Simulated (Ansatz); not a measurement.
Formation energies of neutral defects against the elements (graphite for carbon, diatomic gases, S8), in metastable rock-salt TaN (eV), each at one geometry relaxed with PBE and evaluated in Ansatz (a first-principles code) with PBE, r2SCAN. Set-up: 64-site cell; 4×4×4 shifted k-points; no spin–orbit coupling; no Hubbard U; not converged in cell size; the relaxation kept the symmetry of the starting site.

```csv
defect,PBE,r2SCAN
Hf on the Ta site,-1.68,-1.92
W on the Ta site,2.22,2.42
Cu on the Ta site,1.37,1.18
Ti on the Ta site,-2.05,-2.20
Al on the Ta site,-0.52,-0.64
Ta on the N site,12.71,12.81
N on the Ta site,7.47,7.52
N vacancy,0.09,-0.20
Si on the Ta site,1.39,1.60
```

PBE less r2SCAN: over the 9 rows with both numbers (drawn at random from the settled rows of this host; unsettled states are left out), mean 0.05 eV, median 0.12 eV, mean size 0.18 eV, from -0.22 to 0.29 eV.
